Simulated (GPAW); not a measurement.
Band structure of SnS (F-43m, 2 atoms in the cell).

```xyz
2
Lattice="0.0000 3.2651 3.2651 3.2651 0.0000 3.2651 3.2651 3.2651 0.0000" Properties=species:S:1:pos:R:3 pbc="T T T"
Sn     0.0000     0.0000     0.0000
S      4.8977     4.8977     4.8977
```

Method: PBEsol, GPAW PAW datasets PBEsol (made by gpaw-setup) (plane waves; GPAW).

Settings: mode = pw; ecut = 550 eV; xc = PBEsol; kpts = 5 5 5; mesh shift (steps) = 0 0 0; occupations.name = methfessel-paxton; occupations.width = 0.1 eV; occupations.order = 0; nbands = -4; convergence.density = 1e-05 e/electron; convergence.energy = 1e-05 eV/electron; convergence.bands = -2; symmetry.symmorphic = false; symmetry.tolerance = 0.0005.

The starting cell comes from a database of computed structures (which also holds hypothetical and non-ambient phases and stackings), without a prior relaxation at this level.

Problem. Predict the gap along the standard path and the places of the band edges.

Solution. The gap along the path is 0.08 eV, from W to X; the smallest direct gap on it is 0.67 eV.

Levels in eV from the top of the valence band on the SCF mesh, bands 7 to 14:
| point | 7 | 8 | 9 | 10 | 11 | 12 | 13 | 14 |
|---|---|---|---|---|---|---|---|---|
| Γ | -4.76 | -2.13 | -2.13 | -2.13 | 2.01 | 2.01 | 2.01 | 5.52 |
| X | -7.09 | -3.29 | -3.29 | -0.32 | 0.34 | 4.68 | 4.68 | 5.68 |
| W | -7.05 | -3.58 | -3.51 | 0.26 | 2.17 | 2.32 | 4.47 | 5.50 |
| K | -7.03 | -3.74 | -3.08 | -0.20 | 1.50 | 3.76 | 4.03 | 5.50 |
| L | -6.82 | -2.61 | -2.61 | -1.82 | 2.71 | 2.71 | 3.38 | 6.97 |
| U | -7.03 | -3.74 | -3.08 | -0.20 | 1.50 | 3.76 | 4.03 | 5.50 |
